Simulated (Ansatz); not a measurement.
Hexagonal WC, treated with r²SCAN in Ansatz (plane waves, PAW).

Numerical settings: plane-wave cutoff 500 eV, 18×18×14 k mesh (along the axes of the cell as run), Fermi–Dirac smearing 0.05 eV, no spin polarisation, scalar-relativistic PAW data made under PBE.

Computed at the level's own relaxed cell.

Task: Predict the volume per atom, equilibrium lattice constant a and lattice parameter c.

Result: 
* **volume per atom**: 10.41 Å³/atom
* **equilibrium lattice constant a**: 2.912 Å
* **lattice parameter c**: 2.836 Å

Measured, for comparison: lattice constant a 2.906 Å, lattice parameter c 2.837 Å (300 K, no zero-point or thermal correction; as tabulated in Wikipedia's data pages). Computed (rounded) less measured: lattice constant a +0.2 %, lattice parameter c 0.0 %.

Spin–orbit coupling is not included.

It cost roughly 70 core-seconds of CPU time.

Ansatz is a program for electronic structure.
